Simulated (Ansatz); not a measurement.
Start from ZnSiP2 in the chalcopyrite structure (space group I-42d, No. 122; a = 5.4187 Å, c = 10.5394 Å).

Calculations: Kohn–Sham DFT with the PBE functional, run in Ansatz (a quantum-chemistry and plane-wave program) with PAW and 420 eV plane waves, without spin-orbit coupling.

Base values:

| Item | Value |
|---|---|
| Width of the top valence band | 1.19 eV |
| Band gap | 1.36 eV |

Modification: a hydrostatic pressure of 15 GPa.

How does this affect the width of the top valence band?

The width of the top valence band goes up by 0.29 eV, from 1.19 eV to 1.48 eV.

How does this affect the band gap?

The band gap decreases by 0.34 eV (1.36 eV → 1.02 eV).

Load acts through the strain it causes; cell and atoms are relaxed under it. Whether these cells are dynamically stable was not tested. Competing high-pressure phases were not computed.
